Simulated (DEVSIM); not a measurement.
Device: W/Si3N4/n-GaAs capacitor, at 300 K.

Layer 1 from the left is Si3N4, thickness (nm) 21.0. Layer 2 from the left is GaAs, thickness (nm) 2700, Nd (cm⁻³) 5.6e16.

Metal gate on the left, work function 4.6 eV. Fixed charge at the semiconductor interface 2.2e11 cm⁻² (in units of +e); no interface traps.

Constants are typed, rounded textbook-type inputs, not results; the design itself was drawn at random and stands for no fabricated device. Values at 300 K.

Si3N4: gap (eV) 5.1, affinity (eV) 2.1, permittivity 7.5. GaAs: gap (eV) 1.424, affinity (eV) 4.07, permittivity 12.9, Nc (cm⁻³) 4.7e17, Nv (cm⁻³) 9e18.

Simulated with DEVSIM: 1D Poisson equation in equilibrium, Boltzmann statistics, complete ionisation; no quantum confinement or tunnelling. Metal contacts follow the ideal Schottky-Mott rule: no Fermi-level pinning, no interface dipoles.

Problem. What does the simulation give for the flat-band voltage, the minimum of the low-frequency capacitance?

Solution. flat-band voltage 0.37 V; minimum of the low-frequency capacitance 0.0570 μF/cm².
